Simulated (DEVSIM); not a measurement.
Structure: Schottky contact on n-type Ge, at 300 K.

Layer 1 from the left is Ge, thickness (μm) 19.0, Nd (cm⁻³) 2.5e15, τn (s) 7.7e-6, τp (s) 7.7e-6.

Left contact: Schottky, work function 4.32 eV, emission velocity 6.9e6 cm/s. Right contact: ohmic. Voltage is applied to the left contact. Recombination: SRH at mid-gap, radiative, Auger. Mobility is μmin + (μ − μmin)/(1 + (N/Nref)^α).

This is a model device: material constants are rounded textbook-type values typed into the input, and sizes, dopings and lifetimes were drawn at random. Values at 300 K.

Ge: gap (eV) 0.664, affinity (eV) 4, permittivity 16, Nc (cm⁻³) 1.04e19, Nv (cm⁻³) 6e18, μn (cm²/Vs) 3900, μp (cm²/Vs) 1900, μn,min 150, μp,min 100, Nref,n 2.6e17, Nref,p 4e17, αn 0.56, αp 0.6, B (cm³/s) 6.4e-14, Cn (cm⁶/s) 1e-31, Cp (cm⁶/s) 1e-31.

Question: Estimate by hand the built-in potential, the peak field at zero bias, the capacitance at -1.5 V, and compare with a numerical solution.

Answer: 
- Built-in potential: barrier φB = 0.320 eV; Vbi = φB − kT/q ln(N_band/N) = 0.105 V; numerical 0.105 V.
- Peak field at zero bias: depletion approximation: W = √(2εVbi/(qN)) = 0.272 μm with N = 2.50e15 cm⁻³; field = 2Vbi/W = 7690 V/cm; numerical 6680 V/cm (estimate above by 15 %).
- Capacitance at -1.5 V: C = √(qεN / 2(Vbi + |V|)) = 13.3 nF/cm²; numerical 13.6 nF/cm² (estimate below by 2.6 %).

DEVSIM, 1D drift-diffusion, Boltzmann statistics, complete ionisation; no tunnelling, impact ionisation, image-force lowering or self-heating. Metal contacts follow the ideal Schottky-Mott rule: no Fermi-level pinning, no interface dipoles.
